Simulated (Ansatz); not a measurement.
Base system: GaAs in the zinc blende structure (space group F-43m, No. 216; a = 5.6590 Å). Axes: x, y, z lie along the cube axes.

Level of theory: plane-wave PAW DFT at the PBEsol level (Ansatz, a quantum-chemistry and plane-wave program, 420 eV), spin-orbit coupling left out.

Base values:

- Band gap = 0.42 eV
- Gap character = direct at Γ

Modification: the cell is compressed by 1.00 % along z with no lateral relaxation; the atoms relax in the strained cell.

Q: What does the calculation give for the band gap and gap character after the change?

A: The band gap increases by 0.04 eV (0.42 eV → 0.46 eV); the gap character is still direct at Γ.

Stability against distortions was not tested. k-point labels follow each cell's own Brillouin zone.
